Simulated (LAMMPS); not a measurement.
LAMMPS 22 Jul 2025, classical MD, EAM (Finnis-Sinclair form) (Al_mm.eam.fs): Al, 1372 atoms.

```
Quantity                                                                                  Result
-----------------------------------------------  -----------------------------------------------
task                                                                                     MD, nve
potential                                               EAM (Finnis-Sinclair form), Al_mm.eam.fs
copies of the repeat unit                                                                  7×7×7
shape (slab and sphere leave vacuum in the box)                                             bulk
steps                                                                                       2000
timestep                                                                                    2 fs
thermo                                                                                        50
newton                                                                              on (default)
atom_modify sort (bins of 2 Å where set)                                          1000 (default)
comm_style                                                                       brick (default)
box                                                                         28.4 × 28.4 × 28.4 Å
start                                            generated fcc lattice, warmed in an untimed run
```

All runs start from one configuration, warmed at this fixed volume for 1000 steps under a thermostat at 100 K. The run at a skin of 2 Å has a mean temperature of 98.1 K and a mean pressure of 0.3 GPa.

One run each, on a shared machine, so no times are given.

With neigh_modify every 1 delay 0 check yes, skins of 0.1, 0.3, 0.5, 1, 1.5, 2, 3 Å were run. Further schedules:
- skin 0.3 Å, every 10 delay 0 check yes
- skin 2 Å, every 100 delay 0 check no
- skin 1 Å, every 20 delay 0 check no
- skin 0.3 Å, every 20 delay 0 check no
- skin 0.3 Å, every 1 delay 10 check yes
- skin 1 Å, every 10 delay 0 check yes
- skin 2 Å, every 10 delay 0 check yes

A schedule rebuilds too seldom if it shows a dangerous build, rebuilds less often than the check at every step does at that skin, or fails.

Question: Which schedules can miss pairs here, and how do rebuilds depend on the skin?

Answer: With the check at every step the rebuilds are 506 at 0.1 Å, 181 at 0.3 Å, 103 at 0.5 Å, 0 at 1 Å, 0 at 1.5 Å, 0 at 2 Å, 0 at 3 Å. Too seldom: skin 0.3 Å, every 10 delay 0 check yes; skin 0.3 Å, every 20 delay 0 check no; skin 0.3 Å, every 1 delay 10 check yes.

| setting | rebuilds | dangerous builds | list entries an atom | change of the total energy (meV/atom) |
|---|---|---|---|---|
| skin 0.1 Å, every 1 delay 0 check yes | 506 | — | 38.9 | under 0.001 |
| skin 0.3 Å, every 1 delay 0 check yes | 181 | — | 39.0 | under 0.001 |
| skin 0.5 Å, every 1 delay 0 check yes | 103 | — | 40.7 | under 0.001 |
| skin 1 Å, every 1 delay 0 check yes | 0 | — | 46.8 | under 0.001 |
| skin 1.5 Å, every 1 delay 0 check yes | 0 | — | 67.3 | under 0.001 |
| skin 2 Å, every 1 delay 0 check yes | 0 | — | 72.2 | under 0.001 |
| skin 3 Å, every 1 delay 0 check yes | 0 | — | 106 | under 0.001 |
| skin 0.3 Å, every 10 delay 0 check yes | 111 | 23 | 39.0 | under 0.001 |
| skin 2 Å, every 100 delay 0 check no | 20 | not counted | 72.1 | under 0.001 |
| skin 1 Å, every 20 delay 0 check no | 100 | not counted | 46.7 | under 0.001 |
| skin 0.3 Å, every 20 delay 0 check no | 100 | not counted | 39.0 | under 0.001 |
| skin 0.3 Å, every 1 delay 10 check yes | 181 | 40 | 39.0 | under 0.001 |
| skin 1 Å, every 10 delay 0 check yes | 0 | 0 | 46.8 | under 0.001 |
| skin 2 Å, every 10 delay 0 check yes | 0 | 0 | 72.2 | under 0.001 |

Where the energy changes as in the checked runs, the late rebuilds cost nothing that shows in this run. List entries are as LAMMPS prints them (Ave neighs/atom).
